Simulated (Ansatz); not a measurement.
Cubic perovskite BaLiF3 was calculated with r²SCAN-D4 in Ansatz (plane waves, PAW).

Settings: plane-wave cutoff 560 eV, 8×8×8 k mesh, Fermi–Dirac smearing 0.01 eV, scalar-relativistic PAW data made under PBE.

Response to compression and expansion:

| V (Å³/atom) | P (GPa) | direct gap at Γ (eV) |
|---|---|---|
| 11.788 | 5.82 | 7.512 |
| 12.038 | 3.65 | 7.480 |
| 12.289 | 1.72 | 7.446 |
| 12.540 | 0.00 | 7.411 |
| 12.791 | -1.54 | 7.376 |
| 13.042 | -2.91 | 7.339 |
| 13.292 | -4.14 | 7.302 |

A straight line through the gaps at Γ against ln V gives a volume deformation potential dE_g(Γ)/d ln V of -1.8 eV: the gap at Γ widens under compression.

Note: the relaxation could not lower the start's symmetry, so the cell can be a saddle point above a distorted one.

Spin–orbit coupling is not included.

Ansatz is a program for electronic structure.
